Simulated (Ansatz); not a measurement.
Start from WSe$_{2}$ in the 2H-MoS2 type structure (space group P6_3/mmc, No. 194; a = 3.2791 Å, c = 12.7861 Å; layered, stacked along the Cartesian z axis).

Computed with Ansatz (a quantum-chemistry and plane-wave program) PBE-D3(BJ), without spin-orbit coupling.

Before the change:

| Property | Value |
|---|---|
| Band gap | 0.87 eV |
| Valence-band top at Γ | 0.00, -0.96, -1.20 eV |
| Gap character | indirect, Γ → K–Γ (47 % along) |

It is then changed as follows: the cell is scaled by 1.0552 in all directions; the atoms relax in the strained cell.

Q: Predict the new band gap.

A: The band gap falls by 0.256 eV (0.87 eV → 0.62 eV).

Q: How does this affect the largest internal atomic displacement?

A: The largest internal atomic displacement is 0.149 Å.

Q: Estimate the effect on the valence-band top at Γ.

A: The valence-band top at Γ (three highest levels, from the VBM) becomes 0.00, -0.63, -1.11 eV (base: 0.00, -0.96, -1.20 eV).

Q: Estimate the effect on the gap character.

A: The gap character goes from indirect, Γ → K–Γ (47 % along) to indirect, Γ → K.

Spin-orbit coupling, missing from the scalar runs, can matter with W. Whether these cells are dynamically stable was not tested.
